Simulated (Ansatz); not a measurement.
End structure of CO on the 1x1 (111) surface of fcc Pt, one in a 2x2 cell, started at the site 'bridge Pt-Pt (span 2.8 Å)':

```xyz
18
Lattice="5.6144 0.0000 0.0000 -2.8072 4.8622 0.0000 0.0000 0.0000 26.0000" Properties=species:S:1:pos:R:3 pbc="T T T"
Pt     0.0000     1.6207     9.5649
Pt    -1.4036     4.0519     9.5649
Pt     2.8072     1.6207     9.5649
Pt     1.4036     4.0519     9.5649
Pt     1.4036     0.8104    11.8668
Pt     0.0000     3.2415    11.8668
Pt     4.2108     0.8104    11.8668
Pt     2.8072     3.2415    11.8668
Pt     0.0076     0.0044    14.1394
Pt    -1.3673     2.4521    14.1956
Pt     2.8057     0.0050    14.1384
Pt     1.4072     2.4273    14.1384
Pt     0.0060     1.6229    16.5869
Pt    -1.3987     4.0560    16.5869
Pt     2.8535     1.6475    16.4121
Pt     1.3827     4.0398    16.4065
C      0.7753     0.4476    18.0404
O      0.7992     0.4614    19.2141
```

Set-up: 18 atoms, 6.9 Å thick at the start under the adsorbate (thin: gaps and levels are the slab's own); mesh 6x6x1; 0.1 eV smearing; dipole correction on; single point; on the structure that PBE left under its start's symmetry; no spin, no spin-orbit, no U, no dispersion correction. At the end it is bonded to 2 Pt. In PBE it is, or lies within 0.03 eV of, the lowest of the starts that converged; the order may differ at this level.

A negative adsorption energy means that the adsorbate is more stable on the surface than in its reference.

**Question.** What adsorption energy against CO(g) at the same level does Ansatz (a quantum-chemistry and plane-wave program) with r2SCAN, at the PBE geometry give?

**Answer.** -1.82 eV

**Question.** Give the work function of the top face at the level r2SCAN, at the PBE geometry.

**Answer.** 6.50 eV

**Question.** What change of the work function does r2SCAN, at the PBE geometry give?

**Answer.** 0.75 eV

**Question.** Estimate the change of the step from the bottom to the top vacuum level, against the clean slab that r2SCAN, at the PBE geometry returns for this input.

**Answer.** 0.77 eV
